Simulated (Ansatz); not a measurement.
Consider SiC (space group P6_3mc, No. 186; a = 3.0776 Å, c = 10.0763 Å).

Computed with r2SCAN (Ansatz, a first-principles code, PAW, spin-orbit coupling left out).

For the base:

| Item | Result |
|---|---|
| Smallest direct gap | 3.78 eV |
| Valley order | M (1/2, 0, 0) 2.60 eV; H (1/3, 1/3, 1/2) 3.67 eV |

Now apply this change: cell and atoms relaxed at a pressure of 22.5 GPa.

Estimate the effect on the smallest direct gap.

The smallest direct gap grows by 0.05 eV to 3.83 eV.

What does the calculation give for the mean gap deformation potential ΔEg/Δln V after the change?

The mean gap deformation potential ΔEg/Δln V amounts to -0.4 eV.

How does this affect the valley order?

The valley order (the lowest conduction-band minima on the path, energy above the VBM, named in the base's zone) becomes M (1/2, 0, 0) 2.63 eV; H (1/3, 1/3, 1/2) 3.72 eV (base: M (1/2, 0, 0) 2.60 eV; H (1/3, 1/3, 1/2) 3.67 eV).

Load acts through the strain it causes; cell and atoms are relaxed under it. Whether these cells are dynamically stable was not tested. No other phases were tried under pressure.
